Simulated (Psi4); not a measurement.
Psi4 1.11, B3LYP/def2-svp: phosphoric acid (O=P(O)(O)O), 8 atoms. The geometry is a generated start, not checked to be a minimum at this level.

```
Quantity                             Result
--------------------------  ---------------
task                                 energy
method                                b3lyp
basis                              def2-svp
memory                                 3 GB
maxiter                                 100
keys of the molecule block      symmetry c1
scf_type                       df (default)
diis_max_vecs                  10 (default)
e_convergence               1e-06 (default)
d_convergence               1e-06 (default)
dft_radial_points              75 (default)
dft_spherical_points          302 (default)
basis functions                          89
grid points                          171925
```

```xyz
8

O      0.5183     0.0732     1.4383
P      0.0969    -0.0021    -0.0918
O      1.2087    -0.0267    -1.0450
O     -0.8648    -1.2640    -0.1368
O     -0.9031     1.2212    -0.2459
H      1.2900     0.6301     1.5251
H     -0.3357    -2.0483    -0.2697
H     -1.0103     1.4166    -1.1743
```

With the defaults (diis = true, scf_initial_accelerator = adiis, damping_percentage = 0, guess = auto, which took SAD, level_shift = 0, level_shift_cutoff = 0.01) it converges in 8 SCF iterations. One run each on 2 threads, with these changes:
- guess = core
- guess = sapgau
- scf_initial_accelerator = none
- diis = false, scf_initial_accelerator = none, damping_percentage = 60
- damping_percentage = 60
- guess = modhuckel
- level_shift = 0.5, level_shift_cutoff = 0.001
- guess = sadno
- guess = huckel

Task: Name the settings that don't reach the solution of the defaults.

Result: No convergence: diis = false, scf_initial_accelerator = none, damping_percentage = 60 (the run ends without SCF convergence in 100 iterations). The rest reach the solution of the defaults.

```json
[
 {"setting": "the defaults", "SCF iterations": "8", "end": "same solution"},
 {"setting": "scf_initial_accelerator = none", "SCF iterations": "8", "end": "same solution"},
 {"setting": "guess = sapgau", "SCF iterations": "8", "end": "same solution"},
 {"setting": "level_shift = 0.5, level_shift_cutoff = 0.001", "SCF iterations": "8", "end": "same solution"},
 {"setting": "guess = huckel", "SCF iterations": "9", "end": "same solution"},
 {"setting": "guess = modhuckel", "SCF iterations": "9", "end": "same solution"},
 {"setting": "guess = sadno", "SCF iterations": "9", "end": "same solution"},
 {"setting": "guess = core", "SCF iterations": "11", "end": "same solution"},
 {"setting": "damping_percentage = 60", "SCF iterations": "76", "end": "same solution"},
 {"setting": "diis = false, scf_initial_accelerator = none, damping_percentage = 60", "SCF iterations": "100", "end": "no convergence"}
]
```
